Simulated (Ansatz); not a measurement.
Data:

```
CELL_PARAMETERS angstrom
      0.00000     2.88257     2.69216
      2.88257     0.00000     2.69216
      2.88257     2.88257     0.00000
ATOMIC_POSITIONS crystal
  Ge 0.00000 0.00000 0.00000
  Ge 0.25000 0.25000 0.25000
```

Computed with r2SCAN with spin-orbit coupling, rigid bands (plane waves, PAW; Ansatz, an electronic-structure program). Condition of this run: uniaxial stress along [001] of 4.2 GPa (compression positive) (the target of the relaxation). How the cell was made: cell and atoms relaxed with PBEsol, then loaded as said.

### Question
Is this a good metal at this level?

### Answer
No. No gap is resolved, and few carriers conduct, as in a semimetal or a zero-gap semiconductor. N(E_F) = 0.0098 states/eV a cell at 300 K and the Drude plasma energy along the best axis is 0.36 eV, several times under that of a simple or noble metal.
